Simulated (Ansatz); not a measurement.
A user runs Ansatz (a program for electronic structure) on TlCdBr3 (Pm-3m, 5 atoms in the cell) and asks whether the run is sound. The aim is a self-consistent single point with DFT, PBE, plane waves, default PAW files.

Cell that was meant: a = 5.2339 Å, b = 5.2339 Å, c = 5.2339 Å, α = 90.00°, β = 90.00°, γ = 90.00°.

Part of the input:

Ansatz 0.2 input:
```yaml
    - { symbol: Br, position: [0.000000, 0.500000, 0.500000] }
    - { symbol: Br, position: [0.500000, 0.500000, 0.000000] }
    - { symbol: Br, position: [0.500000, 0.000000, 0.500000] }
total_charge: 2.0
kpoints:
  mp_grid:
    grid: [5, 5, 5]
```

Output (repeated stretches shortened):

```
WARN basis.ecutwfc = 420 eV, the default
WARN ansatz: RAYON_NUM_THREADS=1 ignored (pool sized by the plan → 1); use --threads N
   [... lines left out ...]
Symmetry: 48 space group operations
Space group: Pm-3m (ITA 221), of the structure as read, at distance tolerance 5.2e-5 Å
k-points: 10 of 125
Initial density: superposition of atomic densities (neutral atoms scaled as one to the charged cell's electrons …
Initial wavefunctions: pseudopotential atomic-orbital guess
Eigensolver: davidson
Functional: x = pbe(κ = 0.804, μ = 0.2195149727645171), c = pbe(β = 0.06672455060314922)
SCF iter   1: F=—  HF=-28069.050801 eV  |F-HF|=—  |Δ(HF+E_count)|=         —  Δρ=1.05e-1  dr2=1.97e1  ethr=1.77e-3  ⟨swp⟩=6.9  Hψ=1583  notcnv=0
all-band conjugate gradients solve this SCF's bands
preconditioner: auto → LDOS
SCF iter   2: F=—  HF=-28074.149161 eV  |F-HF|=—  |Δ(HF+E_count)|=    5.10e0  Δρ=2.10e-1  dr2=6.64e1  ethr=1.77e-3  ⟨swp⟩=4.3  Hψ=1021  notcnv=0  defer=8  recentre
   [... lines left out ...]
SCF iter   9: F=—  HF=-28061.124816 eV  |F-HF|=—  |Δ(HF+E_count)|=   6.04e-5  Δρ=6.77e-5  dr2=9.12e-6  ethr=6.21e-8  ⟨swp⟩=2.0  Hψ=389  notcnv=0  defer=9
SCF iter  10: F=—  HF=-28061.124813 eV  |F-HF|=—  |Δ(HF+E_count)|=   2.76e-6  Δρ=1.09e-5  dr2=1.60e-7  ethr=1.75e-8  ⟨swp⟩=2.0  Hψ=393  notcnv=0  defer=9
SCF iter  11: F=-28061.124813 eV  HF=-28061.124813 eV  |F-HF|=1.72e-9  |Δ(HF+E_count)|=   1.07e-8  Δρ=1.39e-6  dr2=3.06e-9  ethr=1.92e-10  ⟨swp⟩=12.3  Hψ=1690  notcnv=0
SCF 1 converged in 11 iterations: F = -28061.124813 eV  dr2 = 3.06e-9
Free energy (F): -28061.124813 eV
Internal energy: -28060.964960 eV  (E = F + TS)
E sigma→0 (E₀):  -28061.044886 eV
Entropy (-TS):   -0.159853 eV (-31.971 meV/atom)
Fermi energy:    4.249622 eV
--- Forces (eV/Å), atoms counted from 1 ---
  atom   1  Tl    -0.00000000     0.00000000     0.00000000
   [... zero for the other atoms too ...]
--- Stress (GPa, compression-positive) ---
        4.502632      -0.000000       0.000000
        0.000000       4.502632       0.000000
        0.000000       0.000000       4.502632
  P = ⅓ Tr σ = 4.5026 GPa (45.026 kbar)
  The stress holds the Pulay correction. Without it, at fixed plane waves, as pw.x and ABINIT print it: P = 4.4767 GPa
```

Task: Can these results be used? Check the input.

Result: The run is not sound. The fault is an unintended net charge. A charged periodic cell changes the electron count and is neutralised by a uniform background, so energy, forces and pressure belong to another system. To fix it, remove the charge. The run converged in 11 iterations without an error; against the sound input the pressure goes from 6.53 to 4.50 GPa and no clean gap remains on the mesh (levels overlap or are partly filled), against 1.21 eV before.

An input that runs soundly differs in these lines (not the only fix; some lines may just follow from the change or write a value another way):
```diff
-total_charge: 2.0
```

With that input, the run converged in 6 iterations: free energy E − TS (on the zero of these files) -28051.7197 eV; gap on the k-point mesh 1.21 eV; pressure 6.53 GPa (DFT, PBE, plane waves, default PAW files).

On the sound input: the starting cell was generated: these elements placed on a structure prototype, without a prior relaxation; it need not be a known phase or ordering of this composition. Its lattice was rescaled by a random factor within 2.5 % of one. Spin-orbit coupling is off. With a pressure of about 7 GPa the cell is away from its equilibrium volume at this level. Ansatz's pressure includes its estimate of the finite-basis (Pulay) stress.
